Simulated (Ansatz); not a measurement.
```yaml
crystal:
  lattice:
    - [14.50000, 0.00000, 0.00000]
    - [0.00000, 15.00000, 0.00000]
    - [0.00000, 0.00000, 11.24166]
  atoms:
    - { symbol: Pb, position: [0.61834, 0.50000, 0.00000] }
    - { symbol: Pb, position: [0.41841, 0.58826, 0.09091] }
    - { symbol: Pb, position: [0.48033, 0.38440, 0.18182] }
    - { symbol: Pb, position: [0.59916, 0.56314, 0.27273] }
    - { symbol: Pb, position: [0.38160, 0.53290, 0.36364] }
    - { symbol: Pb, position: [0.54771, 0.39377, 0.45454] }
    - { symbol: Pb, position: [0.54771, 0.60623, 0.54546] }
    - { symbol: Pb, position: [0.38160, 0.46710, 0.63636] }
    - { symbol: Pb, position: [0.59916, 0.43686, 0.72727] }
    - { symbol: Pb, position: [0.48033, 0.61560, 0.81818] }
    - { symbol: Pb, position: [0.41841, 0.41174, 0.90909] }
```

The numbers are results of PBE (plane waves to 420 eV, PAW; Ansatz, a program for electronic structure), not measurements. Mesh 1×1×6. No spin polarisation. Isolated but for its images some 11 Å away. A hypothetical model. Symmetry and one short period hold its shape; lower forms weren't sought. Pairing along the axis, which can open a gap, is among the distortions not tried. Values not marked SOC lack spin–orbit coupling. On relaxing, bonds broke or formed, so the name tells the start alone.

Give the properties of this body.


```
Property                                                        Value
-----------------------------------------------  --------------------
largest distance between nuclei across the axis                3.47 Å
PBE gap                                          none (under 0.01 eV)
work function (PBE)                                           3.73 eV
```
